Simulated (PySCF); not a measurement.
PySCF 2.14.0, PBE0/def2-svp, df: Ta(NH)(Me)2(OSiH3) ([CH3][Ta]([CH3])(=[NH])[O][SiH3]), 16 atoms. The geometry is a generated start, not checked to be a minimum at this level.

- task: energy
- method: pbe0
- basis: def2-svp
- two-electron scheme: density fitting
- mol.max_memory: 3000 MB
- mf.max_cycle: 100
- mf.conv_tol: 1e-09 (default)
- mf.grids.level: 3 (default)
- effective core potentials: those of the basis set, past Kr
- basis functions: 156
- grid points: 197488

```xyz
16

Ta    -0.4364    -0.4709     0.0730
N     -1.6291    -1.8058     0.0425
H     -2.2315    -2.5976    -0.1521
C      0.6063    -0.8678     2.0853
H      0.2201    -1.7225     2.6363
H      0.5041     0.0160     2.7228
H      1.6726    -1.0358     1.9141
C     -1.8113     1.2963     0.5865
H     -2.4259     1.1169     1.4699
H     -2.4821     1.5452    -0.2384
H     -1.1816     2.1696     0.7815
O      0.8883     0.1074    -1.2099
Si     1.8692     0.4773    -2.4270
H      1.3012    -0.0680    -3.6692
H      3.1808    -0.1048    -2.1349
H      1.9555     1.9446    -2.4803
```

Charge 0 and multiplicity 1 are set for this test and not shown to be the ground state.

With the defaults (mf.DIIS = CDIIS, mf.diis = true, mf.init_guess = minao, mf.diis_damp = 0, mf.diis_space = 8) it converges in 14 Fock builds. One run each on 2 threads, 1 BLAS thread, with these changes:
- mf.diis_space = 12
- mf.init_guess = huckel
- mf.diis_space = 20
- mf.diis_damp = 0.3
- mf.diis = false
- mf.diis_space = 3
- mf.init_guess = mod_huckel
- mf.DIIS = EDIIS
- mf.DIIS = ADIIS

### Question
Which of these changes keep the SCF from converging, or lead it to another solution?

### Answer
No convergence: mf.DIIS = EDIIS; mf.diis = false (the run ends without SCF convergence in 100 cycles). The rest reach the solution of the defaults.

```csv
setting,Fock builds,end
the defaults,14,same solution
mf.diis_damp = 0.3,14,same solution
mf.diis_space = 12,14,same solution
mf.diis_space = 20,14,same solution
mf.init_guess = mod_huckel,18,same solution
mf.init_guess = huckel,19,same solution
mf.DIIS = ADIIS,23,same solution
mf.diis_space = 3,29,same solution
mf.DIIS = EDIIS,101,no convergence
mf.diis = false,101,no convergence
```
